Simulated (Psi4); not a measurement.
Psi4 1.11, HF/def2-svpd: Al(F)2 ([F][Al+][F]), charge +1, multiplicity 1, 3 atoms. The geometry is a generated start, not checked to be a minimum at this level.

| Quantity | Result |
|---|---|
| task | energy |
| method | scf |
| basis | def2-svpd |
| memory | 3 GB |
| maxiter | 100 |
| keys of the molecule block | symmetry c1 |
| scf_type | df (default) |
| e_convergence | 1e-06 (default) |
| d_convergence | 1e-06 (default) |
| basis functions | 70 |

```xyz
3

Al     0.0023     0.0023     0.0007
F     -0.1888     1.2057    -1.0543
F      0.1865    -1.2079     1.0536
```

Charge 1 and multiplicity 1 are set for this test and not shown to be the ground state.

With the defaults (damping_percentage = 0, level_shift = 0, level_shift_cutoff = 0.01, scf_initial_accelerator = adiis, guess = auto, which took SAD, diis_max_vecs = 10) it converges in 8 SCF iterations. One run each on 2 threads, with these changes:
- damping_percentage = 60
- level_shift = 0.5, level_shift_cutoff = 0.001
- guess = huckel
- diis_max_vecs = 6
- guess = sadno
- scf_initial_accelerator = none
- level_shift = 0.1, level_shift_cutoff = 0.001
- diis_max_vecs = 3
- guess = sap

Problem. Name the settings that don't reach the solution of the defaults.

Solution. No convergence: damping_percentage = 60 (the run ends without SCF convergence in 100 iterations). The rest reach the solution of the defaults.

```
setting                                        SCF iterations             end
---------------------------------------------  --------------  --------------
level_shift = 0.5, level_shift_cutoff = 0.001               7   same solution
the defaults                                                8   same solution
level_shift = 0.1, level_shift_cutoff = 0.001               8   same solution
scf_initial_accelerator = none                              8   same solution
guess = sap                                                 8   same solution
guess = sadno                                               8   same solution
diis_max_vecs = 3                                           8   same solution
diis_max_vecs = 6                                           8   same solution
guess = huckel                                              8   same solution
damping_percentage = 60                                   100  no convergence
```
